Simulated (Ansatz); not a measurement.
What strain tensor (xx, yy, zz, yz, xz, xy) = (−0.21, −0.27, −1.16, +2.23, −0.28, +2.81) % does to CaSnS3

The reference is CaSnS₃ in the cubic perovskite structure (space group Pm-3m, No. 221; a = 4.9451 Å; a model cell, its experimental status unchecked). Axes: x, y, z lie along the cube axes.

It is then changed as follows: the symmetric strain tensor [-0.0021 0.0281 -0.0027; 0.0281 -0.0027 0.0222; -0.0027 0.0222 -0.0116], atoms relaxed at fixed cell.

Calculations: PBEsol in Ansatz (plane waves to 420 eV, PAW, no spin-orbit coupling). Γ-centred 10×10×10 mesh, Fermi–Dirac width 0.05 eV.

The volume per atom falls by 0.43 Å³, from 24.19 Å³ to 23.76 Å³ and the space group becomes P-1 (No. 2) (base: Pm-3m (No. 221)). The energy rises by 8.7 meV/atom and the band gap is still zero. The stress (xx, yy, zz, yz, xz, xy; compression positive) comes out as (0.9, 0.9, 1.9, -0.8, 0.1, -1.0) GPa (rough).

Final structure:

```
CaSnS3
1.0
    4.93476     0.13896    -0.01360
    0.13896     4.93179     0.11003
   -0.01360     0.11003     4.88778
Ca Sn S
1 1 3
Direct
  0.00000   0.00000   0.00000
  0.50000   0.50000   0.50000
  0.00000   0.50000   0.50000
  0.50000   0.50000   0.00000
  0.50000   0.00000   0.50000
```

Without a gap, meshes like the base's 10×10×10 leave anisotropic stresses uncertain by several tenths of a GPa, and small strain energies with them. No phonon test of stability was made. All final runs are without spin polarisation. Many cubic perovskites are stable only at high temperature; tilts and polar distortions were not tested.

Ansatz is an electronic-structure program.
